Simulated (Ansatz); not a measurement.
## HfSi (model structure, started from the NbAs type, I4₁md, No. 109, 4 atoms in the cell): properties by level of theory

| level (code) | equilibrium lattice constant a (Å) | lattice parameter c (Å) |
|---|---|---|
| PBE (Ansatz) | 3.404 | 13.652 |
| PBEsol (Ansatz) | 3.350 | 13.631 |
| PBE-D3(BJ) (Ansatz) | 3.360 | 13.591 |

Ansatz's density-functional and Hartree–Fock values are scalar-relativistic unless marked +SOC, with PAW data made under PBE.

The computed numbers hold no vibrational or temperature effects.

A model structure was made by putting elements into a prototype or built by hand; it is no filed structure, need not be a known phase, and can be a saddle point held by its symmetry.

Ansatz is a first-principles code.
